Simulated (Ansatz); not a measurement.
The reference is BeS in the zinc blende structure (space group F-43m, No. 216; a = 4.838 Å). Axes: x, y, z lie along the cube axes.

Modification: biaxial strain −0.41 %, plane normal [001], relaxed out of plane (Cartesian); in-plane vectors clamped, the third vector and the atoms free.

Levels (all Ansatz, a program for electronic structure, PAW): PBEsol (420 eV, spin-orbit coupling left out); PBEsol+SOC (420 eV, noncollinear with spin-orbit coupling).

The geometry is relaxed with PBEsol.

- PBEsol lowest conduction level above the VBM at special points = X 2.86 eV; M 2.92 eV; S 4.24 eV; S₀ 4.24 eV
- PBEsol smallest direct gap = 5.53 eV
- PBEsol valence-band top at Γ = 0.00, 0.00, -0.04 eV

Task: Predict the lowest conduction level above the VBM at special points, smallest direct gap and valence-band top at Γ from PBEsol+SOC.

Result: The lowest conduction level above the VBM at special points becomes X 2.83 eV; M 2.89 eV; S 4.21 eV; S₀ 4.21 eV (PBEsol: X 2.86 eV; M 2.92 eV; S 4.24 eV; S₀ 4.24 eV); the smallest direct gap decreases by 0.016 eV (5.53 eV → 5.52 eV); the valence-band top at Γ (three highest Kramers pairs, from the VBM) goes from 0.00, 0.00, -0.04 eV to 0.00, -0.02, -0.11 eV.

Single points use the geometry relaxed with PBEsol. The spin-orbit shifts are approximate. Stability against distortions was not tested. Labels are those of the standard path for the cell's own space group.
